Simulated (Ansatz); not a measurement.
Ge₂Sb₂Te₅ (Cm, No. 8, 9 atoms in the cell; start mp-1224407): properties by level of theory

```tsv
level (code)	cohesive energy (eV/atom)	band gap (eV)
LDA (Ansatz)	3.71	0.08
PBE-D3(BJ) (Ansatz)	3.24	0.03
r²SCAN+rVV10 (Ansatz)	2.96	0.23
```

Computed values are for a static lattice. Levels without +SOC have no spin–orbit coupling; where heavier elements are present it shifts gaps, mostly down, and can invert bands.  PBE-D3(BJ): a distance lies near a switch of the dispersion term, which can move the cell. Each level is taken at its own relaxed cell. Cutoffs differ between the levels. Ansatz's density-functional and Hartree–Fock values are scalar-relativistic unless marked +SOC, with PAW data made under PBE.

Caveats: the relaxation could not lower the start's symmetry, so the cell can be a saddle point above a distorted one (LDA, PBE-D3(BJ), r²SCAN+rVV10). Ansatz's density-functional and Hartree–Fock values are scalar-relativistic unless marked +SOC, with PAW data made under PBE.

Unless a cell is named, each level is at its own relaxed cell (LDA 29.23, PBE-D3(BJ) 30.11, r²SCAN+rVV10 30.92 Å³/atom).

Free atoms are spin-polarised, in the lowest state found; at levels without +SOC their spin–orbit coupling is left out.

The computed numbers hold no vibrational or temperature effects.

A start named mp-… is a Materials Project structure, which need not be a measured phase.

Ansatz is a first-principles code.
